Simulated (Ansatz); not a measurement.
Cubic perovskite CsSrF3 was calculated with PBEsol (Ansatz, an electronic-structure program, plane waves, PAW).

Input file:

Ansatz 0.2 input:
```yaml
crystal:
  lattice:
    - [4.6734098096, 0.0, 0.0]
    - [0.0, 4.6734098096, 0.0]
    - [0.0, 0.0, 4.6734098096]
  atoms:
    - { symbol: Cs, position: [0.0, 0.0, 0.0] }
    - { symbol: Sr, position: [0.5, 0.5, 0.5] }
    - { symbol: F, position: [0.5, 0.0, 0.5] }
    - { symbol: F, position: [0.0, 0.5, 0.5] }
    - { symbol: F, position: [0.5, 0.5, 0.0] }
basis:
  ecutwfc: 520
  ecutrho_ratio: 4
  xc_grid: 2
kpoints:
  mp_grid: { grid: [8, 8, 8] }
hamiltonian:
  xc: pbesol
  dispersion: none
  pseudopotentials: { kind: paw }
scf:
  occupations: { method: fermi_dirac, width: 0.01 }
  convergence: { dr2_threshold: 0.0000000005 }
output:
  forces: true
  stress: true
  eigenvalues: true
```

Output (set-up and result lines):

```
Crystal: 5 atoms, lattice volume = 102.071 Å³
Basis set: ecut = 520 eV, 2777 PW (Γ), exchange–correlation on 72×72×72 points (8 copies of the dense FFT grid, shifted against one another)
Bands: 25, of which v1, the nominal top of the filled ones, is band 20 counted from 1 (19 counted from 0)
Symmetry: 48 space group operations
Space group: Pm-3m (ITA 221), of the structure as read, at distance tolerance 4.7e-5 Å
k-points: 35 of 512
Functional: x = pbesol(κ = 0.804, μ = 0.12345679012345678), c = pbesol(β = 0.046)
SCF iter   1: F=—  HF=-11488.038208 eV  |F-HF|=—  |Δ(HF+E_count)|=         —  Δρ=1.09e-2  dr2=8.03e-2
SCF iter   2: F=—  HF=-11488.018787 eV  |F-HF|=—  |Δ(HF+E_count)|=   1.94e-2  Δρ=3.07e-3  dr2=3.81e-3
  ...
SCF iter   6: F=—  HF=-11488.018156 eV  |F-HF|=—  |Δ(HF+E_count)|=   6.06e-6  Δρ=1.18e-5  dr2=8.68e-8
SCF iter   7: F=-11488.018156 eV  HF=-11488.018156 eV  |F-HF|=1.82e-11  |Δ(HF+E_count)|=   3.53e-9  Δρ=8.31e-7  dr2=3.75e-10
SCF 1 converged in 7 iterations: F = -11488.018156 eV  dr2 = 3.75e-10
SCF converged after 7 iterations
Free energy (F): -11488.018156 eV
Internal energy: -11488.018156 eV  (E = F + TS)
E sigma→0 (E₀):  -11488.018156 eV
Fermi energy:    5.829202 eV
--- Forces (eV/Å), atoms counted from 1 ---
  atom   1  Cs    -0.00000000     0.00000000     0.00000000
  atom   2  Sr     0.00000000     0.00000000     0.00000000
  atom   3  F     -0.00000000    -0.00000000    -0.00000000
  atom   4  F      0.00000000    -0.00000000     0.00000000
  atom   5  F     -0.00000000     0.00000000     0.00000000
--- Stress (GPa, compression-positive) ---
        1.968182      -0.000000       0.000000
        0.000000       1.968182       0.000000
        0.000000       0.000000       1.968182
  P = ⅓ Tr σ = 1.9682 GPa (19.682 kbar)
```

The cell is one volume of an energy–volume scan, off the minimum.

The PAW data were made under PBE.

Cost on a shared machine: about 5 core-seconds (a rough figure).
